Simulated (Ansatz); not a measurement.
System: BeS (model structure, started from the NiAs type, P6₃/mmc, No. 194, 4 atoms in the cell). Method: HSE06 in Ansatz (plane waves, PAW).

Input file:

Ansatz 0.2 input:
```yaml
crystal:
  lattice:
    - [3.2712129918, 0.0, 0.0]
    - [-1.6356064959, 2.8329535521, 0.0]
    - [0.0, 0.0, 5.2068686815]
  atoms:
    - { symbol: Be, position: [0.0, 0.0, 0.0] }
    - { symbol: Be, position: [0.0, 0.0, 0.5] }
    - { symbol: S, position: [0.3333333333, 0.6666666667, 0.25] }
    - { symbol: S, position: [0.6666666667, 0.3333333333, 0.75] }
basis:
  ecutwfc: 460
  ecutrho_ratio: 4
  xc_grid: 2
kpoints:
  mp_grid: { grid: [9, 9, 6] }
hamiltonian:
  xc: hse06
  dispersion: none
  pseudopotentials: { kind: paw }
scf:
  occupations: { method: fermi_dirac, width: 0.01 }
  convergence: { dr2_threshold: 0.0000000004 }
output:
  forces: true
  stress: true
  eigenvalues: true
```

**Question.** How many irreducible k-points, plane waves at Γ does the program set up, and what pressure does the run end with?

**Answer.** 48 irreducible k-points, 1087 plane waves at Γ; P = 1.27 GPa, so the cell is compressed on average and its volume would grow at this level.

The run printed, among other lines:

```
WARN output.stress: scf.exx.energy_threshold = 1e-6 eV is looser than the 4e-8 eV advised for a stress under a hybrid functional (1e-8 eV for each atom of the …
Crystal: 4 atoms, lattice volume = 48.253 Å³
Basis set: ecut = 460 eV, 1087 PW (Γ), exchange–correlation on 48×48×80 points (8 copies of the dense FFT grid, shifted against one another)
Bands: 12, of which v1, the nominal top of the filled ones, is band 8 counted from 1 (7 counted from 0)
Symmetry: 24 space group operations
Space group: P63/mmc (ITA 194), of the structure as read, at distance tolerance 3.6e-5 Å
k-points: 48 of 486
SCF iter   1: F=—  HF=-1991.841421 eV  |F-HF|=—  |Δ(HF+E_count)|=         —  Δρ=1.45e-3  dr2=6.62e-4
SCF iter   2: F=-1991.840801 eV  HF=-1991.840649 eV  |F-HF|=1.53e-4  |Δ(HF+E_count)|=   7.73e-4  Δρ=6.87e-4  dr2=1.05e-4
Crystal: 4 atoms, lattice volume = 48.253 Å³
Initial density: handed on by an earlier stage of this run
  ...
Crystal: 4 atoms, lattice volume = 48.253 Å³
SCF iter   4: F=—  HF=-1993.325435 eV  |F-HF|=—  |Δ(HF+E_count)|=   7.43e-9  Δρ=2.26e-6  dr2=1.85e-9
SCF iter   5: F=-1993.325435 eV  HF=-1993.325435 eV  |F-HF|=1.20e-10  |Δ(HF+E_count)|=  9.02e-10  Δρ=5.75e-7  dr2=1.87e-10
SCF 3 converged in 5 iterations: F = -1993.325435 eV  dr2 = 1.87e-10
Free energy (F): -1993.325435 eV
Internal energy: -1993.325435 eV  (E = F + TS)
E sigma→0 (E₀):  -1993.325435 eV
Fermi energy:    9.036419 eV
--- Stress (GPa, compression-positive) ---
        1.258797       0.000000       0.000000
       -0.000000       1.258797       0.000000
        0.000000       0.000000       1.295303
  P = ⅓ Tr σ = 1.2710 GPa (12.710 kbar)
```

The PAW data were made under PBE.

Note: the relaxation could raise the start's symmetry but not lower it, so the cell can be a saddle point. Note: cell and atoms aren't relaxed at this level (pressure 1.3 GPa).

A model structure was made by putting elements into a prototype or built by hand; it is no filed structure, need not be a known phase, and can be a saddle point held by its symmetry.

Ansatz is an electronic-structure program.
